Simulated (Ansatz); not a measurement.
## Hf, response to strain

Start from Hf in the hcp (Mg type) structure (space group P6_3/mmc, No. 194; a = 3.158 Å, c = 5.004 Å; relaxed with 0.1 eV smearing). Axes: x lies along a and z along c of the hexagonal cell.

Strains are applied to the cell and any free atomic positions relax; under biaxial strain the out-of-plane vector relaxes too.

Level of theory: Ansatz (a first-principles code) PBEsol, no spin-orbit coupling, earlier PAW set.

Notes on the quantities. energy relative to the base: free energy F; pressure: mean of the normal stresses, compression positive.

```csv
case,energy relative to the base,pressure,volume per atom,space group
base,0 meV/atom,0.0 GPa,21.61 Å³,P6_3/mmc (No. 194)
"biaxial strain +0.93 %, plane normal [001], relaxed out of plane",–,-1.3 GPa,21.87 Å³,P6_3/mmc (No. 194)
"biaxial strain +4.07 %, plane normal [001], relaxed out of plane",–,-5.0 GPa,22.76 Å³,P6_3/mmc (No. 194)
isotropic strain −1.98 %,+28 meV/atom,7.5 GPa,20.35 Å³,P6_3/mmc (No. 194)
isotropic strain +0.74 %,+3.7 meV/atom,-2.4 GPa,22.09 Å³,P6_3/mmc (No. 194)
isotropic strain +5.08 %,+157 meV/atom,-13.0 GPa,25.07 Å³,P6_3/mmc (No. 194)
isotropic strain +5.25 %,+167 meV/atom,-13.3 GPa,25.20 Å³,P6_3/mmc (No. 194)
uniaxial strain ε_zz = −5.26 %,+43 meV/atom,7.2 GPa,20.47 Å³,P6_3/mmc (No. 194)
tensor shear ε_xz = −1.12 %,+1.6 meV/atom,0.0 GPa,21.61 Å³,C2/c (No. 15)
```

Stability against distortions was not tested. The final runs are not spin-polarised.
